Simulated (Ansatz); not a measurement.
SbSBr (model structure, started from the BiTeI type, P3m1, No. 156, 3 atoms in the cell)

These are HSE06 (Ansatz, an electronic-structure program, plane waves, PAW) values and carry that method's errors.

Settings: plane-wave cutoff 460 eV, 9×9×4 k mesh (along the axes of the cell as run), Fermi–Dirac smearing 0.01 eV, scalar-relativistic PAW data made under PBE.

Cell (relaxed with PBE-D3(BJ)):

```cif
data_BrSSb
_chemical_formula_sum 'Sb1 S1 Br1'
_space_group_name_H-M_alt 'P 1'
_space_group_IT_number 1
_cell_length_a 3.93460
_cell_length_b 3.93460
_cell_length_c 6.20931
_cell_angle_alpha 90.000
_cell_angle_beta 90.000
_cell_angle_gamma 120.000
loop_
_space_group_symop_operation_xyz
  'x, y, z'
loop_
_atom_site_label
_atom_site_type_symbol
_atom_site_fract_x
_atom_site_fract_y
_atom_site_fract_z
_atom_site_occupancy
Sb1 Sb 0.00000 0.00000 0.91009 1
S1 S 0.66667 0.33333 0.68586 1
Br1 Br 0.33333 0.66667 0.22336 1
```

For SbSBr (model structure, started from the BiTeI type, P3m1, No. 156, 3 atoms in the cell), the band gap is 1.76 eV and the smallest direct gap on the k points sampled is 1.80 eV. The direct gap at Γ is 3.11 eV.

Note: the relaxation could raise the start's symmetry but not lower it, so the cell can be a saddle point; cell and atoms aren't relaxed at this level (pressure 0.3 GPa).

Spin–orbit coupling is not included.

Computed values are for the static lattice.

Computing time: about 9 core-minutes (a rough figure).

A model structure was made by putting elements into a prototype or built by hand; it is no filed structure, need not be a known phase, and can be a saddle point held by its symmetry.
